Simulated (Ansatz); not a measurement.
Here is the system:

```
HgS
1.0
    4.29655     0.00000     0.00000
   -2.14828     3.72093     0.00000
    0.00000     0.00000     9.38726
Hg S
3 3
Cartesian
  3.13336   0.00000   6.25817
 -1.56668   2.71357   3.12909
  0.58160   1.00736   0.00000
  2.07824   0.00000   1.56454
 -1.03912   1.79980   7.82271
  1.10916   1.92112   4.69363
```

No spin polarisation.

All numbers come from DFT with PBE, PAW potentials and a 420 eV plane-wave cutoff in Ansatz (a program for electronic structure), scalar-relativistic without spin-orbit coupling, earlier PAW set. k-mesh 9×9×4 (Γ-centred); smearing 0.05 eV (Fermi–Dirac).

Question: Predict the band gap and smallest direct gap.

Answer: 
```json
{
  "band_gap": "1.50 eV",
  "smallest_direct_gap": "1.53 eV"
}
```

Spin-orbit coupling, missing from the scalar runs, can matter with Hg. The cells carry an imposed strain or load. Whether these cells are dynamically stable was not tested. The cell was made from HgS (space group P3_221, No. 154; made of chains) by this change: isotropic strain −3.81 %. No dispersion term is included, though the crystal is made of layers, chains or molecules, so its spacings can come out too wide.
